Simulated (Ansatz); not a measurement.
The reference is Ca in the fcc (Cu type) structure (space group Fm-3m, No. 225; relaxed with 0.1 eV smearing).

```
CELL_PARAMETERS angstrom
      0.00000     2.78428     2.78428
      2.78428     0.00000     2.78428
      2.78428     2.78428     0.00000
ATOMIC_POSITIONS crystal
  Ca 0.00000 0.00000 0.00000
```

Calculations: r2SCAN in Ansatz (plane waves to 500 eV, PAW, spin-orbit coupling left out), earlier PAW set.

For the base:

The pressure is 0.0 GPa and the band gap is zero.

Modification: the cell is scaled by 0.9876 in all directions; the atoms relax in the strained cell.

**Question.** How does this affect the energy relative to the base?

**Answer.** The energy grows by 3.4 meV/atom.

**Question.** Estimate the effect on the pressure.

**Answer.** The pressure goes from zero to 0.7 GPa.

**Question.** What happens to the band gap?

**Answer.** The band gap remains zero.

Stability against distortions was not tested.

Ansatz is a program for electronic structure.
